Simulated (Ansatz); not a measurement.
HgTe (P3₁21, No. 152, 6 atoms in the cell; start mp-358; a measured phase of this formula has another space group)

These are r²SCAN (PAW; Ansatz, an electronic-structure program) values and carry that method's errors.

Run with plane-wave cutoff 500 eV, 12×12×4 k mesh (along the axes of the cell as run), Fermi–Dirac smearing 0.05 eV, scalar-relativistic PAW data made under PBE.

Cell (relaxed at this level):

HgTe has the trigonal space group P3₁21 (No. 152), Pearson symbol hP6. Cell: a = b = 4.675 Å, c = 10.382 Å, α = β = 90.00°, γ = 120.00°. Hg on 3a is coordinated by 2 Te at 2.710 Å. Te on 3b is surrounded by 2 Hg at 2.710 Å (bent). (Neighbours: up to the widest gap in distance over summed covalent radii, below 1.35, at either atom; cation-cation and far metal-metal contacts left out.)

```
Quantity                        Value
--------  ---------------------------
band gap  0.95 eV (on the SCF k mesh)
```

Note: the relaxation could not lower the start's symmetry, so the cell can be a saddle point above a distorted one.

Spin–orbit coupling is not included; with these elements it can move the gap by several tenths of an eV or more.

The computed numbers hold no vibrational or temperature effects.

Computing time: roughly 17 core-minutes.

A start named mp-… is a Materials Project structure, which need not be a measured phase.
